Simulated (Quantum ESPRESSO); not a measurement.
The steps of a band-structure calculation for a sheet of SnO (4 atoms in the cell) with Quantum ESPRESSO.

Computed with PBE, PseudoDojo standard norm-conserving (PBE) pseudopotentials (plane waves; Quantum ESPRESSO 7.5).

Step 1 (scf):

```fortran
&CONTROL
   calculation = 'scf',
   prefix = 'run',
   outdir = './out',
   pseudo_dir = './',
   tprnfor = .true.,
   tstress = .true.,
/
&SYSTEM
   ibrav = 0,
   celldm(1) = 7.1517535563,
   nat = 4,
   ntyp = 2,
   ecutwfc = 85,
   occupations = 'smearing',
   smearing = 'cold',
   degauss = 0.019992,
/
&ELECTRONS
   conv_thr = 1.0d-10,
   mixing_beta = 0.3,
/
ATOMIC_SPECIES
Sn   118.7100  Sn.upf
O     15.9990  O.upf
ATOMIC_POSITIONS {crystal}
Sn    0.5000000000    0.0000000000    0.5685760000
Sn    0.0000000000    0.5000000000    0.4314240000
O     0.0000000000    0.0000000000    0.5000000000
O     0.5000000000    0.5000000000    0.5000000000
K_POINTS {automatic}
2 2 1  0 0 0
CELL_PARAMETERS {alat}
   1.0000000000     0.0000000000     0.0000000000
   0.0000000000     1.0000000000     0.0000000000
   0.0000000000     0.0000000000     4.2872667652
```

Step 2 (bands):

```fortran
&CONTROL
   calculation = 'bands',
   prefix = 'run',
   outdir = './out',
   pseudo_dir = './',
   verbosity = 'high',
/
&SYSTEM
   ibrav = 0,
   celldm(1) = 7.1517535563,
   nat = 4,
   ntyp = 2,
   ecutwfc = 85,
   occupations = 'smearing',
   smearing = 'cold',
   degauss = 0.019992,
   nbnd = 28,
/
&ELECTRONS
   conv_thr = 1.0d-10,
   startingwfc = 'random',
   diago_thr_init = 1.0d-6,
/
ATOMIC_SPECIES
Sn   118.7100  Sn.upf
O     15.9990  O.upf
ATOMIC_POSITIONS {crystal}
Sn    0.5000000000    0.0000000000    0.5685760000
Sn    0.0000000000    0.5000000000    0.4314240000
O     0.0000000000    0.0000000000    0.5000000000
O     0.5000000000    0.5000000000    0.5000000000
K_POINTS {crystal_b}
4
  0.50000000   0.50000000   0.00000000  12  ! M
  0.00000000   0.00000000   0.00000000   8  ! G
  0.00000000   0.50000000   0.00000000   8  ! X
  0.50000000   0.50000000   0.00000000   1  ! M
CELL_PARAMETERS {alat}
   1.0000000000     0.0000000000     0.0000000000
   0.0000000000     1.0000000000     0.0000000000
   0.0000000000     0.0000000000     4.2872667652
```

Step 3 (bands.x):

```fortran
&BANDS
   prefix = 'run',
   outdir = './out',
   filband = 'bands.dat',
   lsym = .false.,
/
```

Output of bands (abridged):

```
     Atomic positions and unit cell read from directory:
     ./out/run.save/

     Message from routine setup:
     using ibrav=0 with symmetry is DISCOURAGED, use correct ibrav instead
     G-vector sticks info
     --------------------
     sticks:   dense  smooth     PW     G-vecs:    dense   smooth      PW
     Sum        1369    1369    401               165875   165875   25233

     bravais-lattice index     =            0
   [... lines left out ...]
     unit-cell volume          =    1568.2602 (a.u.)^3
   [... lines left out ...]
                       cart. coord. in units 2pi/alat
        k(    1) = (   0.5000000   0.5000000   0.0000000), wk =   0.0689655
        k(    2) = (   0.4583333   0.4583333   0.0000000), wk =   0.0689655
        k(    3) = (   0.4166667   0.4166667   0.0000000), wk =   0.0689655
   [... 26 lines left out ...]

     Dense  grid:   165875 G-vectors     FFT dimensions: (  48,  48, 180)

     The potential is recalculated from file :
     ./out/run.save/charge-density

     Band Structure Calculation
     Davidson diagonalization with overlap

     ethr =  1.00E-06,  avg # of iterations = 33.6

     End of band structure calculation

          k = 0.5000 0.5000 0.0000 ( 20564 PWs)   bands (ev):

   -21.7547 -21.7547 -21.2352 -21.2352 -21.1957 -21.1957 -21.1284 -21.1284
   -21.1230 -21.1230 -18.3797 -18.3797  -9.1173  -9.1173  -5.3305  -5.3305
    -2.5279  -2.5279  -1.5454  -1.5454   2.2827   2.2827   4.4265   4.4265
     5.5486   5.5486   6.7522   6.7522

          k = 0.4583 0.4583 0.0000 ( 20652 PWs)   bands (ev):

   -21.7552 -21.7496 -21.2352 -21.2346 -21.1982 -21.1972 -21.1295 -21.1286
   -21.1243 -21.1234 -18.4149 -18.3640  -9.0945  -9.0463  -5.3828  -5.3064
    -2.6206  -2.5375  -1.5797  -1.5083   2.2448   2.3551   4.3696   4.4383
     5.6804   5.7001   6.6198   6.6840

   [... 27 blocks of this kind left out ...]
```

Output of bands.x (abridged):

```
     Reading xml data from directory:

     ./out/run.save/

     G-vector sticks info
     --------------------
     sticks:   dense  smooth     PW     G-vecs:    dense   smooth      PW
     Sum        1369    1369    401               165875   165875   25233

     Reading collected, re-writing distributed wavefunctions
     high-symmetry point:  0.5000 0.5000 0.0000   x coordinate   0.0000
     high-symmetry point:  0.0000 0.0000 0.0000   x coordinate   0.7071
     high-symmetry point:  0.0000 0.5000 0.0000   x coordinate   1.2071
     high-symmetry point:  0.5000 0.5000 0.0000   x coordinate   1.7071

     Plottable bands (eV) written to file bands.dat.gnu
     Bands written to file bands.dat

   JOB DONE.
```

The gap along the path is 2.91 eV.

The starting cell was generated: these elements placed on a structure prototype, without a prior relaxation; it need not be a known phase or ordering of this composition. Its lattice was rescaled in the plane by a random factor within 2.5 % of one.
